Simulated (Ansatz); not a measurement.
A self-consistent single point of the (001) slab of Zr2Au (cut from a parent of space group no. 139; 6 atoms in the cell) with Ansatz (a quantum-chemistry and plane-wave program).

Method: PBEsol, default PAW files made with PBE (plane waves; Ansatz).

```
CELL_PARAMETERS angstrom
      3.31026     0.00000     0.00000
      0.00000     3.31026     0.00000
      0.00000     0.00000    23.57551
ATOMIC_POSITIONS crystal
  Zr 0.50000 0.50000 0.70308
  Zr 0.00000 0.00000 0.29692
  Au 0.00000 0.00000 0.62392
  Zr 0.00000 0.00000 0.45524
  Zr 0.50000 0.50000 0.54476
  Au 0.50000 0.50000 0.37608
```

Reference input (self-consistent single point, DFT, PBEsol, plane waves, default PAW files made with PBE): basis.ecutwfc = 420 eV; kpoints.mp_grid.grid = 9 9 1; hamiltonian.xc = pbesol; hamiltonian.pseudopotentials = {kind: paw} (the program's default PAW files); scf.occupations.method = fermi_dirac; scf.occupations.width = 0.1 eV. This run's input differs from it in these lines:

Ansatz 0.2 input:
```diff
@@ -14,3 +14,3 @@
 basis:
-  ecutwfc: 420.0 eV
+  ecutwfc: 250.0 eV
 kpoints:
```

Output (repeated stretches shortened):

```
SCF iter   1: F=—  HF=-42524.846758 eV  |F-HF|=—  |Δ(HF+E_count)|=         —  Δρ=1.52e-2  dr2=3.53e-1  ethr=1.77e-3  ⟨swp⟩=7.2  Hψ=2930  notcnv=0
all-band conjugate gradients solve this SCF's bands
preconditioner: auto → LDOS
SCF iter   2: F=—  HF=-42524.828071 eV  |F-HF|=—  |Δ(HF+E_count)|=   1.87e-2  Δρ=1.09e-2  dr2=3.03e-1  ethr=4.11e-4  ⟨swp⟩=2.1  Hψ=1681  notcnv=0
   [... lines left out ...]
SCF iter   6: F=—  HF=-42524.742794 eV  |F-HF|=—  |Δ(HF+E_count)|=   3.25e-4  Δρ=3.82e-5  dr2=8.71e-6  ethr=3.31e-8  ⟨swp⟩=2.0  Hψ=1199  notcnv=0
SCF iter   7: F=—  HF=-42524.742793 eV  |F-HF|=—  |Δ(HF+E_count)|=   9.70e-7  Δρ=8.69e-6  dr2=4.18e-7  ethr=1.01e-8  ⟨swp⟩=2.0  Hψ=1176  notcnv=0
SCF iter   8: F=—  HF=-42524.742793 eV  |F-HF|=—  |Δ(HF+E_count)|=   3.74e-7  Δρ=4.09e-6  dr2=1.64e-7  ethr=1.16e-10  ⟨swp⟩=7.2  Hψ=3307  notcnv=0
SCF iter   9: F=-42524.742794 eV  HF=-42524.742794 eV  |F-HF|=1.91e-8  |Δ(HF+E_count)|=   9.70e-8  Δρ=1.23e-6  dr2=7.59e-9  ethr=1.16e-10  ⟨swp⟩=5.7  Hψ=2818  notcnv=0
SCF 1 converged in 9 iterations: F = -42524.742794 eV  dr2 = 7.59e-9
Free energy (F): -42524.742794 eV
Internal energy: -42524.455825 eV  (E = F + TS)
E sigma→0 (E₀):  -42524.599309 eV
Entropy (-TS):   -0.286968 eV (-47.828 meV/atom)
Fermi energy:    5.872335 eV
--- Forces (eV/Å), atoms counted from 1 ---
  atom   1  Zr     0.00000000     0.00000000    -0.62696316
  atom   2  Zr     0.00000000     0.00000000     0.62696316
  atom   3  Au     0.00000000     0.00000000     0.05338201
  atom   4  Zr    -0.00000000     0.00000000    -0.20044403
  atom   5  Zr     0.00000000     0.00000000     0.20044403
  atom   6  Au     0.00000000     0.00000000    -0.05338201
--- Stress (GPa, compression-positive) ---
       -6.005923       0.000000       0.000000
        0.000000      -6.005923       0.000000
        0.000000       0.000000      -3.300203
  P = ⅓ Tr σ = -5.1040 GPa (-51.040 kbar)
  The stress holds the Pulay correction. Without it, at fixed plane waves, as pw.x and ABINIT print it: P = -19.2397 GPa
```

The run converged in 9 iterations. Against the reference run the free energy goes up by 544 meV/atom and the largest force goes from 0.576 to 0.627 eV/Å.

The starting cell comes from a database of computed structures (which also holds hypothetical and non-ambient phases and stackings), without a prior relaxation at this level. The slab is cut from that crystal, and its faces are unrelaxed. Its lattice was rescaled by up to half a per cent. Spin-orbit coupling is off. The cutoff lies below the one recommended for these files.
